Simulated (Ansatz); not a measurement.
Effect of electrons 1.5×10^21 cm⁻³ on GaN

Start from GaN in the wurtzite structure (space group P6_3mc, No. 186; a = 3.183 Å, c = 5.186 Å).

The change: 0.0682 electrons added to each cell, a density of 1.5×10^21 cm⁻³, with a uniform compensating background at fixed cell and a 300 K Fermi–Dirac width.

Level of theory: PBEsol in Ansatz (plane waves to 420 eV, PAW, scalar-relativistic without spin-orbit coupling), earlier PAW set. Settings: 21×21×12 k-points, 0.0259 eV Fermi–Dirac smearing.

| quantity | base | changed | shift |
|---|---|---|---|
| gap between the host's bands | 1.88 eV | 1.85 eV | -0.03 eV |
| gap character | direct at Γ | direct at Γ | – |
| Fermi level relative to the doped band's edge (positive inside the band; to 0.05 eV) | – | +1.45 eV | – |

Final structure:

```
CELL_PARAMETERS angstrom
      3.18273     0.00000     0.00000
     -1.59136     2.75632     0.00000
      0.00000     0.00000     5.18570
ATOMIC_POSITIONS crystal
  Ga 0.66667 0.33333 0.00089
  Ga 0.33333 0.66667 0.50089
  N  0.66667 0.33333 0.62431
  N  0.33333 0.66667 0.12431
```
Cell charge -0.068238.

Cost of the whole job for the changed cell (relaxation, final SCF and bands): about 60 core-seconds (a rough figure).

Carriers are added with a uniform compensating background; total energy and stress of such cells depend on the potential's zero and are not compared; many-body gap narrowing is missing at this level. Whether these cells are dynamically stable was not tested.

Ansatz is a quantum-chemistry and plane-wave program.
